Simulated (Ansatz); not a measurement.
We consider fluorite CoSi₂, described by r²SCAN in Ansatz (plane waves, PAW).

Run with plane-wave cutoff 600 eV, 22×22×22 k mesh, Fermi–Dirac smearing 0.069 eV (set by the program), no spin polarisation, scalar-relativistic PAW data made under PBE.

The cell has the measured lattice: a = 5.356 Å, b = 5.356 Å, c = 5.356 Å, α = 90.00°, β = 90.00°, γ = 90.00°.

Estimate the elastic constant C12, Young modulus, elastic constant C44, Voigt–Reuss–Hill bulk modulus, Poisson ratio and elastic constant C11 that the calculation returns.


elastic constant C12: 144 GPa
Young modulus: 198 GPa
elastic constant C44: 99.6 GPa
Voigt–Reuss–Hill bulk modulus: 177 GPa
Poisson ratio: 0.313
elastic constant C11: 243 GPa

Note: the cell isn't this level's own, so it is under some stress, which shifts stiffness and frequencies.

Elastic constants are with the ions relaxed.

Static lattice: no zero-point or thermal effects.

Ansatz is a quantum-chemistry and plane-wave program.
